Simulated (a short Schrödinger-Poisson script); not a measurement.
Structure: MOS inversion layer, SiO2 on p-type Si(100), at 300 K.

From the gate side: 0.9 nm SiO2; 210 nm Si, acceptors 4e18 cm⁻³.

Constants are typed, rounded textbook-type inputs, not results; the design itself was drawn at random and stands for no fabricated device. SiO2: permittivity 3.9, conduction-band edge (eV) 3.15, gap (eV) 9, electron mass (mₑ) 0.5. Si: permittivity 11.7, conduction-band edge (eV) 0, gap (eV) 1.124, Nv at 300 K (cm⁻³) 3.1e19.

Channel valleys (confinement mass, in-plane density-of-states mass, number): Δ2 0.916, 0.19, 2; Δ4 0.19, 0.417, 4. At the gate the conduction-band edge of layer 1 lies 3.72 eV − eVg above the Fermi level of the channel; the field vanishes at the back. Gaps are held at their typed values at every temperature. Mesh 0.03 nm at interfaces.

From a short Schrödinger-Poisson script (our own, NumPy): 1D Poisson equation in equilibrium, electrons quantum, Hartree (BenDaniel-Duke, 12 states a valley, the channel's in-plane mass for all, wave functions free to enter the dielectric), parabolic valleys, classical holes, full ionisation, no traps, pinning or gate leakage.

| Vg (V) | electrons (cm⁻²) | C (μF/cm²) | Δ2 E0 (meV from the Fermi level) | Δ4 E0 (meV from the Fermi level) |
|---|---|---|---|---|
| 0.85 | 2.16e9 | 0.505 | 198.5 | 288.4 |
| 0.9 | 1.04e10 | 0.531 | 157.8 | 248.9 |
| 0.95 | 4.77e10 | 0.667 | 118.2 | 210.4 |
| 1 | 1.85e11 | 1.07 | 82.7 | 176.2 |
| 1.05 | 5.12e11 | 1.61 | 55.4 | 150.1 |
| 1.1 | 1.02e12 | 2.02 | 36.0 | 131.9 |
| 1.15 | 1.66e12 | 2.27 | 21.8 | 119.0 |
| 1.2 | 2.36e12 | 2.42 | 10.6 | 109.1 |
| 1.25 | 3.12e12 | 2.53 | 1.3 | 101.0 |
| 1.3 | 3.90e12 | 2.60 | -6.8 | 94.2 |
| 1.35 | 4.71e12 | 2.66 | -14.0 | 88.3 |
| 1.4 | 5.53e12 | 2.70 | -20.6 | 83.0 |
| 1.45 | 6.37e12 | 2.74 | -26.7 | 78.1 |
| 1.5 | 7.23e12 | 2.77 | -32.4 | 73.6 |
| 1.55 | 8.09e12 | 2.79 | -37.9 | 69.4 |

Gate voltages with under 1e9 electrons/cm² are left out.

**Question.** At Vg = 1.55 V the lowest Δ2 subband lies at -37.9 meV from the Fermi level. How many electrons does it hold, and what share of all?

**Answer.** The two-dimensional density of states is g m/(πħ²) = 1.59e11 cm⁻² meV⁻¹ (both spins), kT = 25.9 meV, so n = D kT ln(1 + exp(−E/kT)) = 6.86e12 cm⁻², 0.85 of the 8.09e12 cm⁻² in all.

**Question.** Compare the slope of the sheet density between 1.45 and 1.55 V with the geometric capacitance of the layers between gate and channel.

**Answer.** q Δn/ΔV = 2.76 μF/cm²; ε0/Σ(t/ε) = 3.84 μF/cm². The ratio is 0.72: the channel acts as a further capacitance in series.
